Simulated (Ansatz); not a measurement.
Base system: PbZrO3 in the cubic perovskite structure (space group Pm-3m, No. 221; a = 4.141 Å; a cell from a computed database, its experimental status unchecked).

It is then changed as follows: hydrostatic tension (pressure −1 GPa).

Levels (all Ansatz, a first-principles code, PAW): PBEsol (420 eV, no SOC); PBEsol+SOC (420 eV, with spin-orbit coupling).

The geometry is relaxed with PBEsol.

| Item | Result |
|---|---|
| PBEsol lowest conduction level above the VBM at special points | X 2.32 eV; Γ 3.68 eV; M 4.29 eV; R 5.65 eV |
| PBEsol pressure | -1.00 GPa |
| PBEsol smallest direct gap | 2.36 eV |
| PBEsol electron mass | 0.19 mₑ along k, 0.33 mₑ across (at X) |

### Question
What does PBEsol+SOC give at this geometry for the lowest conduction level above the VBM at special points, pressure, smallest direct gap and electron mass?

### Answer
The lowest conduction level above the VBM at special points goes from X 2.32 eV; Γ 3.68 eV; M 4.29 eV; R 5.65 eV to X 2.00 eV; Γ 3.65 eV; M 3.14 eV; R 4.32 eV; the pressure stays essentially unchanged (-1.00 GPa against -1.01 GPa); the smallest direct gap drops by 0.344 eV (2.36 eV → 2.01 eV); the electron mass becomes 0.19 mₑ along k, 0.36 mₑ across (at X) (PBEsol: 0.19 mₑ along k, 0.33 mₑ across (at X)).

Single points use the geometry relaxed with PBEsol. Differences between runs with and without spin-orbit coupling are approximate. With Pb present, leaving out spin-orbit coupling can change the band edges. Load acts through the strain it causes; cell and atoms are relaxed under it. Masses are band curvatures over ±0.01 Å⁻¹ around the edge. Along k means along the line from Γ to the band edge. Stability against distortions was not tested. Many cubic perovskites are stable only at high temperature; tilts and polar distortions were not tested.
